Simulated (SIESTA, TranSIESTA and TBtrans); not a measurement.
Run with TranSIESTA and TBtrans (open boundaries, self-consistent; PseudoDojo norm-conserving potentials, scalar-relativistic): Spin polarized, PAO.BasisSize DZP, PAO.EnergyShift 0.15 eV, XC.Authors PBE, Mesh.Cutoff 200 Ry, ElectronicTemperature 300 K, TS.Voltage 0.0 eV, TBT.Elecs.Eta 0.001 eV.

Junction: Fe chain with one bond stretched by 2.0 Å. Leads: straight Fe chain, spacing 2.25 Å. Geometry: as built, not relaxed.

Question: Give the largest eigenchannel transmissions at the Fermi level (four at most) and the total.

Answer: Up: 0.52 (total 0.52); down: 0.34, 0.0021 (total 0.34). The magnetic order of the leads was set by the start, and no other order was tried; the separate lead runs end at 3.39 (left) and 3.39 (right) μB an atom. The straight chain is held at its spacing; free chains may zigzag or dimerise.
